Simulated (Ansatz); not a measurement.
Input and output of a self-consistent single point for CrW (Cmm2, 2 atoms in the cell) (Ansatz, a program for electronic structure).

Level of theory: PBEsol, harder PAW files (source: ansatz) made with PBE (plane waves; Ansatz).

The change in words: lattice scaled by 0.98; basis.ecutwfc: 30.9 Ry → 68.4 Ry; hamiltonian.pseudopotentials: {kind: paw} (the program's default PAW files) → {kind: paw, source: ansatz}. Reference geometry:
```xyz
2
Lattice="1.5366 -2.2022 0.0000 1.5366 2.2022 0.0000 0.0000 0.0000 4.2392" Properties=species:S:1:pos:R:3 pbc="T T T"
Cr     0.0000     0.0000     0.0500
W      1.5366     0.0000     2.1196
```

Reference input (self-consistent single point, DFT, PBEsol, plane waves, default PAW files made with PBE): basis.ecutwfc = 30.9 Ry; kpoints.mp_grid.grid = 11 11 7; hamiltonian.xc = pbesol; hamiltonian.pseudopotentials = {kind: paw} (the program's default PAW files); scf.occupations.method = gaussian; scf.occupations.width = 0.0073 Ry. This run's input differs from it in these lines:

Ansatz 0.2 input:
```diff
@@ -2,5 +2,5 @@
   lattice:
-    - [1.536610, -2.202181, 0.000000]
-    - [1.536610, 2.202181, 0.000000]
-    - [0.000000, 0.000000, 4.239190]
+    - [1.505878, -2.158137, 0.000000]
+    - [1.505878, 2.158137, 0.000000]
+    - [0.000000, 0.000000, 4.154406]
   atoms:
@@ -9,3 +9,3 @@
 basis:
-  ecutwfc: 30.9 Ry
+  ecutwfc: 68.4 Ry
 kpoints:
@@ -14,3 +14,3 @@
   xc: pbesol
-  pseudopotentials: { kind: paw }
+  pseudopotentials: { kind: paw, source: ansatz }
 scf:
```

Log, with long lists cut:

```
SCF iter   1: F=—  HF=-21102.959560 eV  |F-HF|=—  |Δ(HF+E_count)|=         —  Δρ=1.19e-1  dr2=5.48e0  ethr=3.10e-3  ⟨swp⟩=5.4  Hψ=15390  notcnv=0
all-band conjugate gradients solve this SCF's bands
preconditioner: auto → none
SCF iter   2: F=—  HF=-21102.035168 eV  |F-HF|=—  |Δ(HF+E_count)|=   9.24e-1  Δρ=9.46e-2  dr2=4.70e0  ethr=3.10e-3  ⟨swp⟩=2.8  Hψ=7710  notcnv=0  defer=78
   [... lines left out ...]
SCF iter   6: F=—  HF=-21101.314826 eV  |F-HF|=—  |Δ(HF+E_count)|=   3.08e-4  Δρ=1.29e-3  dr2=7.92e-4  ethr=8.02e-6  ⟨swp⟩=2.1  Hψ=6079  notcnv=0  defer=89
SCF iter   7: F=—  HF=-21101.314644 eV  |F-HF|=—  |Δ(HF+E_count)|=   1.82e-4  Δρ=3.23e-4  dr2=2.51e-5  ethr=1.89e-6  ⟨swp⟩=2.0  Hψ=4646  notcnv=0  defer=89
SCF iter   8: F=—  HF=-21101.314641 eV  |F-HF|=—  |Δ(HF+E_count)|=   3.72e-6  Δρ=6.14e-5  dr2=9.39e-7  ethr=5.99e-8  ⟨swp⟩=2.1  Hψ=4940  notcnv=0  defer=89
SCF iter   9: F=-21101.314640 eV  HF=-21101.314640 eV  |F-HF|=1.65e-8  |Δ(HF+E_count)|=   1.03e-7  Δρ=1.15e-5  dr2=2.49e-8  ethr=2.38e-10  ⟨swp⟩=8.5  Hψ=23219  notcnv=0
SCF 1 converged in 9 iterations: F = -21101.314640 eV  dr2 = 2.49e-8
Free energy (F): -21101.314640 eV
Internal energy: -21101.306172 eV  (E = F + TS)
E sigma→0 (E₀):  -21101.310406 eV
Entropy (-TS):   -0.008469 eV (-4.234 meV/atom)
Fermi energy:    24.332896 eV
--- Forces (eV/Å), atoms counted from 1 ---
  atom   1  Cr     0.00000000     0.00000000    -0.71663436
  atom   2  W      0.00000000     0.00000000     0.71669364
--- Stress (GPa, compression-positive) ---
        4.425514       0.000000       0.000000
        0.000000       3.668130       0.000000
        0.000000       0.000000       3.250900
  P = ⅓ Tr σ = 3.7815 GPa (37.815 kbar)
  The stress holds the Pulay correction. Without it, at fixed plane waves, as pw.x and ABINIT print it: P = 3.7686 GPa
```

The run converged in 9 iterations. Against the reference run the pressure goes from -12.77 to 3.78 GPa and the largest force goes from 0.554 to 0.717 eV/Å.

The starting cell comes from a database of computed structures (which also holds hypothetical and non-ambient phases and stackings), without a prior relaxation at this level. Its lattice was rescaled by up to half a per cent. One atom was moved a little off its site on purpose. For this run, on top of that: lattice scaled by 0.98. Spin polarisation is off. Ansatz's pressure includes its estimate of the finite-basis (Pulay) stress.

Cost on one core of a shared machine: roughly 40 s.
